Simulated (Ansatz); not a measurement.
Competing hops of interstitial Ca in corundum, charge state +2

Defect: interstitial Ca in corundum, charge state +2. All values below come from PBE, PAW (plane waves to 420 eV; Ansatz, a first-principles code).

Cell of 120 host sites held at the relaxed PBE lattice; the Γ point alone; Fermi-Dirac width 0.01 eV, spin-restricted; finite-size errors left in. No zero-point or tunnelling terms. The charge state is imposed; whether it is stable for some Fermi level was not computed. Sites that were not tried may lie lower.

Barriers: single points on a 2×2×2 k-point mesh shifted by half a step along c at the bands' geometries.

```tsv
Route	Start site over the lowest site run (eV)	Hop (Å)	Forward barrier (eV)	Backward barrier (eV)	Neighbours at the start	Neighbours at the saddle	Saddle order	Forward, on the band's own sampling (eV)
several atoms move together, Ca the farthest	0.00	1.95	1.12	1.12	Al at 2.37, Al at 2.56; 3 O at 2.07, 3 O at 2.19 Å	3 O at 2.00 Å	not checked, on a symmetry element	1.13
```

Paths come from nudged elastic bands with a climbing image.  A band can be held on a symmetry element, so unchecked saddle points there may be too high. A further band (several atoms move together, Ca the farthest, 2.78 Å) gave 1.64 eV forward on its own sampling, 2.10 eV above the lowest site run, but a shoulder points to a second hump between its images, so it is not taken as a result.
